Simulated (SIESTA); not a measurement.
## Parameter sweep on CdH8P2O10 (P2_1/c, 42 atoms in the cell)

```
CdP2(H4O5)2
1.0
    5.45274     0.00000     0.00000
    0.00000    10.55431     0.00000
   -4.91359     0.00000     7.44625
Cd H P O
2 16 4 20
Direct
  0.00000   0.50000   0.50000
  0.00000   0.00000   0.00000
  0.61094   0.58240   0.68394
  0.38906   0.41760   0.31606
  0.38906   0.08240   0.81606
  0.61094   0.91760   0.18394
  0.59871   0.45748   0.77678
  0.40129   0.54252   0.22322
  0.40129   0.95748   0.72322
  0.59871   0.04252   0.27678
  0.57226   0.61103   0.92935
  0.42774   0.38897   0.07065
  0.42774   0.11103   0.57065
  0.57226   0.88897   0.42935
  0.12517   0.72198   0.02067
  0.87483   0.27802   0.97933
  0.87483   0.22198   0.47933
  0.12517   0.77802   0.52067
  0.91620   0.71747   0.17253
  0.08380   0.28253   0.82747
  0.08380   0.21747   0.32747
  0.91620   0.78253   0.67253
  0.03920   0.67949   0.36660
  0.96080   0.32051   0.63340
  0.96080   0.17949   0.13340
  0.03920   0.82051   0.86660
  0.85471   0.85939   0.13857
  0.14529   0.14061   0.86143
  0.14529   0.35939   0.36143
  0.85471   0.64061   0.63857
  0.62506   0.63792   0.05112
  0.37494   0.36208   0.94888
  0.37494   0.13792   0.44888
  0.62506   0.86208   0.55112
  0.14639   0.67309   0.12605
  0.85361   0.32691   0.87395
  0.85361   0.17309   0.37395
  0.14639   0.82691   0.62605
  0.49801   0.53989   0.72922
  0.50199   0.46011   0.27078
  0.50199   0.03989   0.77078
  0.49801   0.96011   0.22922
```

Base run A: GGA PBEsol, numerical atomic orbitals DZP, PseudoDojo PBEsol standard norm-conserving potentials (rewritten from UPF to PSML) (SIESTA), self-consistent single point.

Its settings: XC.functional = GGA; XC.authors = PBEsol; potentials = PseudoDojo PBEsol standard; PAO.BasisSize = DZP; PAO.EnergyShift = 0.01 Ry; MeshCutoff = 350 Ry; kgrid.MonkhorstPack = 5 2 3; OccupationFunction = FD; ElectronicTemperature = 50 meV; MaxSCFIterations = 150; SCF.Mixer.Method = Broyden; SCF.Mixer.Weight = 0.25; SCF.Mixer.History = 8; SCF.DM.Tolerance = 1.0E-05.

The starting cell comes from a database of computed structures (which also holds hypothetical and non-ambient phases and stackings), without a prior relaxation at this level. Values carry the incompleteness of an atom-centred basis.

Absolute energies have different zeros for different potentials, functionals, Hubbard and dispersion terms and are not compared across them.

Run A gave: pressure (GPa) -1.99; largest force (eV/Å) 0.800; gap on the mesh (eV) 4.270.

Runs:
- B: XC.functional: GGA → LDA; XC.authors: PBEsol → PW92; pseudopotentials: PseudoDojo PBEsol standard → PseudoDojo LDA standard [LDA PW92]
- C: XC.authors: PBEsol → BLYP; pseudopotentials: PseudoDojo PBEsol standard → PseudoDojo PBE standard [GGA BLYP]
- D: XC.authors: PBEsol → AM05; pseudopotentials: PseudoDojo PBEsol standard → PseudoDojo PBE standard [GGA AM05]
- E: XC.functional: GGA → LDA; XC.authors: PBEsol → CA; pseudopotentials: PseudoDojo PBEsol standard → PseudoDojo LDA standard [LDA CA]

Q: What does run C change against A?

A: The pressure goes from -1.99 to 2.97 GPa, the largest force goes from 0.800 to 1.008 eV/Å and the gap on the mesh goes from 4.270 to 4.328 eV.

Q: What does run E change against A?

A: The pressure goes from -1.99 to -5.47 GPa, the largest force goes from 0.800 to 0.985 eV/Å and the gap on the mesh goes from 4.270 to 4.147 eV.

```
run  pressure (GPa)  largest force (eV/Å)  gap on the mesh (eV)
---  --------------  --------------------  --------------------
A             -1.99                 0.800                 4.270
B             -5.59                 0.964                 4.150
C              2.97                 1.008                 4.328
D             -0.35                 0.941                 4.319
E             -5.47                 0.985                 4.147
```

Left out of this page: 7 runs of the series held back from this collection.
